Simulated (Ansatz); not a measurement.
MgB2 under a change: Li interstitial (started 1.57 Å from the nearest host atom), symmetric start

The parent structure is a 12-atom supercell of MgB2 (space group P6/mmm, No. 191; a = 3.074 Å, c = 3.528 Å) at its relaxed geometry.

Modification: a neutral Li interstitial (started 1.57 Å from the nearest host atom), symmetric start, atoms relaxed at fixed cell.

Computed with Ansatz (an electronic-structure program), PBE, PAW, cutoff 420 eV, scalar-relativistic without spin-orbit coupling. Settings: 11×11×11 k-points, 0.05 eV Fermi–Dirac smearing.

```json
{
 "pressure": "13.1 GPa (base 0.0 GPa)",
 "final_site_of_the_added_atom": "8 B at 1.87–2.68 Å"
}
```

Cost of the whole job for the changed cell (relaxation, final SCF and bands): around 13 core-minutes (rough).

The cell is small, so the values are those of an ordered compound at a high defect concentration; dilute-limit values will differ. The defect started on the symmetric site and kept its symmetry, so it may sit on a saddle. The final runs are not spin-polarised. The defect cell is not spin-polarised.
